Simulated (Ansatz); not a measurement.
Band structure of K2SbAuCl6 (Fm-3m, 10 atoms in the cell).

```
K2SbAuCl6
1.0
    0.00000     4.88924     4.88924
    4.88924     0.00000     4.88924
    4.88924     4.88924     0.00000
K Au Sb Cl
2 1 1 6
Cartesian
  2.44462   2.44462   2.44462
  7.33386   7.33386   7.33386
  4.88924   4.88924   4.88924
  0.00000   0.00000   0.00000
  2.45342   4.88924   4.88924
  7.32506   4.88924   4.88924
  4.88924   2.45342   4.88924
  4.88924   7.32506   4.88924
  4.88924   4.88924   2.45342
  4.88924   4.88924   7.32506
```

Method of the run: PBEsol, default PAW files made with PBE (plane waves; Ansatz, a quantum-chemistry and plane-wave program).

Settings: kpoints.mp_grid.grid = 6 6 6; hamiltonian.xc = pbesol; hamiltonian.pseudopotentials = {kind: paw} (the program's default PAW files); scf.occupations.method = cold; scf.occupations.width = 0.01 Ry; kpoints.band_path.npoints = 10.

The starting cell was generated: these elements placed on a structure prototype, without a prior relaxation; it need not be a known phase or ordering of this composition. Spin-orbit coupling is off. The run gives no clean gap (levels at the Fermi energy touch, overlap or are partly filled at this smearing), which alone does not show that the compound is a metal.

Levels in eV from the Fermi level, bands 44 to 51:
```json
[
 {"point": "Γ", "44": "-3.99", "45": "-3.99", "46": "-1.66", "47": "-1.66", "48": "1.02", "49": "1.02", "50": "1.02", "51": "1.37"},
 {"point": "X", "44": "-3.48", "45": "-3.48", "46": "-1.67", "47": "0.16", "48": "1.81", "49": "1.81", "50": "2.28", "51": "2.97"},
 {"point": "W", "44": "-3.76", "45": "-3.48", "46": "-2.65", "47": "-0.02", "48": "1.39", "49": "2.13", "50": "2.13", "51": "3.97"},
 {"point": "K", "44": "-3.56", "45": "-3.54", "46": "-2.29", "47": "-0.29", "48": "1.01", "49": "2.23", "50": "2.70", "51": "3.71"},
 {"point": "L", "44": "-3.88", "45": "-2.82", "46": "-2.82", "47": "-2.44", "48": "-0.41", "49": "3.00", "50": "3.05", "51": "3.36"},
 {"point": "U", "44": "-3.56", "45": "-3.54", "46": "-2.29", "47": "-0.29", "48": "1.01", "49": "2.23", "50": "2.70", "51": "3.71"}
]
```

Bands cross the Fermi level along this path, so the cell is metallic at this level.

Keys are those of Ansatz 0.2.
